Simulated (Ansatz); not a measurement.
Mg2Sn under a change: Sn interstitial (started 2.66 Å from the nearest host atom)

Take a 12-atom supercell of Mg₂Sn (space group Fm-3m, No. 225; a = 6.8161 Å) at its relaxed geometry as the base.

Modification: one Sn atom is added in an open site, starting 2.66 Å from the nearest host atom, atoms relaxed at fixed cell, starting from a slightly rattled geometry.

Calculations: Ansatz (a program for electronic structure) PBE, no spin-orbit coupling. Γ-centred 5×5×5 mesh, Fermi–Dirac width 0.05 eV.

The pressure goes from zero to 3.5 GPa and the largest displacement of a host atom from its site in the perfect cell comes out as 0.06 Å. The final site of the added atom amounts to 8 Mg at 3.01 Å and 6 Sn at 3.40–3.41 Å.

The cell is small, so the values are those of an ordered compound at a high defect concentration; dilute-limit values will differ. Gaps under 0.05 eV, about the width of the smearing, are given as zero. The defect cell is not spin-polarised.
